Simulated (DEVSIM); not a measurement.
## InP/In0.53Ga0.47As n-p heterojunction

Structure: InP/In0.53Ga0.47As n-p heterojunction, at 350 K.

```
layer (left to right)        material  thickness (μm)  Nd (cm⁻³)  Na (cm⁻³)  τn (s)  τp (s)
---------------------  --------------  --------------  ---------  ---------  ------  ------
1                                 InP           0.860     2.7e16          -  1.9e-9  1.9e-9
2                      In0.53Ga0.47As           0.570          -     7.5e16  1.9e-9  1.9e-9
```

Left contact: ohmic. Right contact: ohmic. Voltage is applied to the left contact. Recombination: SRH at mid-gap, Auger. Mobility is constant in doping.

Constants are typed, rounded textbook-type inputs, not results; the design itself was drawn at random and stands for no fabricated device. Values at 300 K; Nc and Nv go as T^1.5, mobilities as T to minus their exponent, the gap by Varshni's rule with the affinity fixed.

```tsv
parameter	InP	In0.53Ga0.47As
gap (eV)	1.344	0.74
affinity (eV)	4.38	4.51
permittivity	12.5	13.9
Nc (cm⁻³)	5.7e17	2.1e17
Nv (cm⁻³)	1.1e19	7.7e18
μn (cm²/Vs)	5200	12000
μp (cm²/Vs)	170	300
T exponent of μn	2	1.6
T exponent of μp	2	1.6
Cn (cm⁶/s)	9e-31	5e-29
Cp (cm⁶/s)	9e-31	5e-29
Varshni α (eV/K)	0.000363	0.00035
Varshni β (K)	162	190
```

DEVSIM, 1D drift-diffusion, Boltzmann statistics, complete ionisation; no tunnelling, impact ionisation, image-force lowering or self-heating. Band offsets follow the typed affinities; no thermionic-emission limit at abrupt steps, no polarisation charge.

```yaml
potential_step_across_the_device_at_zero_bias: 0.609 V
largest_field_in_the_device_at_zero_bias: 57000 V/cm
Dark forward voltage at 1 A/cm²: 0.207 V
Dark forward voltage at 100 A/cm²: 0.349 V
```

Dark reverse current:

```csv
V (V),J (A/cm²)
0.04,0.00082
0.10,0.0011
0.20,0.0012
0.30,0.0012
0.40,0.0013
0.60,0.0016
0.80,0.0018
1.00,0.0021
1.30,0.0024
```

Dark forward current:

```tsv
V (V)	J (A/cm²)
-0.05	-0.0047
-0.10	-0.029
-0.15	-0.15
-0.20	-0.80
-0.25	-4.1
-0.30	-21
-0.35	-100
-0.40	-470
-0.45	-1700
-0.50	-4700
```
